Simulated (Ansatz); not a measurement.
By PBEsol, the system below comes out a metal.

The ballistic (Sharvin) conductance counts the channels at the Fermi level: G/A = (e²/h) × channels of both spins per area.

Input:

```
CELL_PARAMETERS angstrom
      3.75675     0.00000     0.00000
      0.00000     5.31284     0.00000
      1.87837     2.65642     1.87837
ATOMIC_POSITIONS crystal
  Co 0.00000 0.00000 0.00000
  Si 0.50000 0.75000 0.00000
  Si 0.50000 0.25000 0.00000
```

The cell is taken as given.

The current flows along the normal of the first two printed cell vectors, the (110) plane of the conventional cell. No spin-orbit coupling; the value is a mean over 0.1 eV about the Fermi level.

Question: Compute, with Ansatz (a first-principles code) with PBEsol, the ballistic conductance per area.

Answer: 0.80 × 10¹⁵ S/m² for both spins.
